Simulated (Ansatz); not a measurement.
## rock-salt PbS (0 0 1) on zinc-blende GaAs (0 0 1) (film strained to the substrate, started from cuts of the bulks and a machine-learned relaxation; metallic at this level, with no gap by band count; slabs As5Ga6 and Pb4S4, which can lie off the formulas)

A periodic stack without vacuum, rock-salt PbS (0 0 1) on zinc-blende GaAs (0 0 1) (film strained to the substrate, started from cuts of the bulks and a machine-learned relaxation; metallic at this level, with no gap by band count; slabs As5Ga6 and Pb4S4, which can lie off the formulas): substrate slab As5Ga6, film Pb4S4, surface cells [[1, 0], [1, 1]] and [[1, 0], [1, 1]], film strained by -4.4 and -4.4 %, outermost planes Ga/Ga and PbS/PbS as cut, which need not be the usual terminations and can put a slab off its formula.

The start was prepared with a machine-learned potential, and the result is one local minimum, with the in-plane cell held and forces under 0.04 eV/Å; the film can end far from its bulk form.

These are PBE (plane waves to 420 eV, PAW; Ansatz, an electronic-structure program) values and carry that method's errors. No spin–orbit coupling. Its k-point mesh 6×6×1, Fermi–Dirac width 0.05 eV.

The interface area comes out as 16.5 Å², the period is 29.28 Å and the heights between the nearest atoms of the two slabs at the two interfaces is 2.81 and 2.34 Å. The Ga–S contacts across the interfaces within 1.22 times the sum of covalent radii comes out as 1, mean 2.38 Å and the Ga–Pb contacts across the interfaces within 1.22 times the sum of covalent radii comes out as 1, mean 2.98 Å. The spin-polarised check at this geometry is falls back to no moment.

```yaml
crystal:
  lattice:
    - [4.06252, -0.00065, 0.04685]
    - [-0.00089, 4.06063, 0.13257]
    - [-0.67932, 1.29225, 29.32752]
  atoms:
    - { symbol: As, position: [0.97744, 0.57782, 0.08946] }
    - { symbol: As, position: [0.99513, 0.45606, 0.28826] }
    - { symbol: As, position: [0.48609, 0.00752, 0.19004] }
    - { symbol: As, position: [0.01277, 0.34603, 0.48585] }
    - { symbol: As, position: [0.50547, 0.90102, 0.38637] }
    - { symbol: Ga, position: [0.98196, 0.05704, 0.14115] }
    - { symbol: Ga, position: [0.47404, 0.39696, 0.04878] }
    - { symbol: Ga, position: [0.00110, 0.92913, 0.33743] }
    - { symbol: Ga, position: [0.49097, 0.48104, 0.23941] }
    - { symbol: Ga, position: [0.17509, 0.82044, 0.53269] }
    - { symbol: Ga, position: [0.50802, 0.37384, 0.43549] }
    - { symbol: Pb, position: [0.95100, 0.18757, 0.74046] }
    - { symbol: Pb, position: [0.42480, 0.75472, 0.62876] }
    - { symbol: Pb, position: [0.96730, 0.04211, 0.96565] }
    - { symbol: Pb, position: [0.45757, 0.61642, 0.85338] }
    - { symbol: S, position: [0.44980, 0.67857, 0.75770] }
    - { symbol: S, position: [0.94989, 0.24392, 0.64537] }
    - { symbol: S, position: [0.46762, 0.55370, 0.96886] }
    - { symbol: S, position: [0.95882, 0.10888, 0.87102] }
```
